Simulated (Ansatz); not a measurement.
Start from TlBr in the CsCl type structure (space group Pm-3m, No. 221; a = 3.8395 Å).

Method: LDA in Ansatz (plane waves to 420 eV, PAW, scalar-relativistic without spin-orbit coupling).

Base values:

| Quantity | Result |
|---|---|
| Hole mass | 0.16 mₑ along k, 0.39 mₑ across (at X) |

It is then changed as follows: every lattice vector is stretched by 2.50 %; the atoms relax in the strained cell.

Q: What happens to the energy relative to the base and hole mass?

A: The energy goes up by 15 meV/atom; the hole mass goes from 0.16 mₑ along k, 0.39 mₑ across (at X) to 0.20 mₑ along k, 0.43 mₑ across (at X).

With Tl present, leaving out spin-orbit coupling can change the band edges. The levels and masses belong to the bands next to the band gap. Effective masses come from finite differences of ±0.01 Å⁻¹. Along k means along the line from Γ to the band edge. No phonon test of stability was made.

Ansatz is an electronic-structure program.
